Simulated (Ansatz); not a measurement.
An Ansatz (a program for electronic structure) input (DFT with HSE06, PAW potentials and a 420 eV plane-wave cutoff in Ansatz, scalar-relativistic without spin-orbit coupling):

Ansatz 0.2 input:
```yaml
crystal:
  lattice:
    - [0, 2.9169977124, 2.8284667045]
    - [2.8284667045, 0, 2.8284667045]
    - [2.8284667045, 2.9169977124, 0]
  atoms:
    - { symbol: Te, position: [0.75, 0.75, 0.75] }
    - { symbol: Be, position: [0, 0, 0] }
basis: { ecutwfc: 420, ecutrho_ratio: 4, xc_grid: 2, fft_grid_basis: typed }
kpoints: { mp_grid: { grid: [6, 6, 6] } }
hamiltonian:
  xc: hse06
  dispersion: none
  pseudopotentials: { kind: paw }
scf: { occupations: { method: fermi_dirac, width: 0.01 } }
output: { eigenvalues: true, eigenstates: { kpoints: [[0, 0, 0], [0.5, 0.5, 0], [0.5, 0, 0.5], [0.632472, 0, 0.367528]] } }
```

Q: Which symmetry and how many k-points will the program report, and about how many plane waves at Γ?

A: Space group I-4m2 (ITA 119) with 8 operations, k-points 30 of 216, and 909 plane waves at Γ.

Single points use the geometry relaxed with r2SCAN. HSE06 gaps are upper bounds (no full band path). The cells carry an imposed strain or load. No phonon test of stability was made. The cell was made from BeTe in the zinc blende structure (space group F-43m, No. 216) by this change: uniaxial strain ε_yy = +3.13 %.
